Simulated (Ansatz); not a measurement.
**fcc Rh (0 0 1) on tetragonal BaTiO3 (0 0 1) (film strained to the substrate, started from cuts of the bulks and a machine-learned relaxation; slabs Ba4Ti4O12 and Rh12, which can lie off the formulas)**

A periodic stack without vacuum, fcc Rh (0 0 1) on tetragonal BaTiO3 (0 0 1) (film strained to the substrate, started from cuts of the bulks and a machine-learned relaxation; slabs Ba4Ti4O12 and Rh12, which can lie off the formulas): substrate slab Ba4Ti4O12, film Rh12, surface cells [[0, 1], [-1, 0]] and [[0, -1], [2, 1]], film strained by +4.1 and +4.1 %, outermost planes BaO/OTi and Rh/Rh as cut, which need not be the usual terminations and can put a slab off its formula.

The start was prepared with a machine-learned potential, and the result is one local minimum, with the in-plane cell held and forces under 0.04 eV/Å; the film can end far from its bulk form.

These are PBE (plane waves to 420 eV, PAW; Ansatz, a first-principles code) values and carry that method's errors. No spin–orbit coupling; the runs are not spin-polarised; PBE gaps are too small against experiment. Its k-point mesh 8×8×1, Fermi–Dirac width 0.05 eV.

| Item | Value |
|---|---|
| interface area | 15.9 Å² |
| period | 29.20 Å |
| heights between the nearest atoms of the two slabs at the two interfaces | 2.05 and 3.18 Å |
| Ba–Rh contacts across the interfaces within 1.22 times the sum of covalent radii | 4, mean 3.75 Å |
| Rh–Ti contacts across the interfaces within 1.22 times the sum of covalent radii | 4, mean 2.95 Å |
| O–Rh contacts across the interfaces within 1.22 times the sum of covalent radii | 2, mean 2.05 Å |

```xyz
32
Lattice="3.9857 0.0001 -0.0117 0.0002 3.9839 0.1199 0.2451 1.2167 29.2503" Properties=species:S:1:pos:R:3 pbc="T T T"
Ba     3.8724     4.1723     1.5262
Ti     1.8799     2.1116     3.5343
O      1.9074     2.1958     1.7490
O      1.9290     4.1451     3.7864
O      3.9251     2.1501     3.7232
Ba     3.9017     4.0556     5.7658
Ti     1.8929     1.9788     7.7550
O      1.9334     2.0788     5.9450
O      1.9690     4.0432     8.0215
O      3.9701     2.0433     7.9610
Ba     3.9481     3.9559     9.9815
Ti     1.9899     1.9278    11.9687
O      1.9486     1.9453    10.1542
O      1.9259     3.8351    12.2286
O      3.9098     1.8518    12.1701
Ba     3.9462     3.8052    14.1800
Ti     1.9555     1.7426    16.1982
O      1.9479     1.7987    14.3580
O      1.9540     3.7275    16.3849
O      3.9473     1.7328    16.3221
Rh     1.9664     1.6108    20.1988
Rh     3.9594     3.6030    20.2207
Rh     3.9545     1.6661    18.3716
Rh     1.9612     3.6599    18.4352
Rh     1.9780     1.4958    23.8825
Rh     3.9702     3.4881    23.9442
Rh     3.9647     1.5532    22.0195
Rh     1.9724     3.5459    22.0847
Rh     1.9881     1.3884    27.4839
Rh     3.9834     3.3784    27.5380
Rh     3.9772     1.4402    25.7412
Rh     1.9828     3.4300    25.8163
```
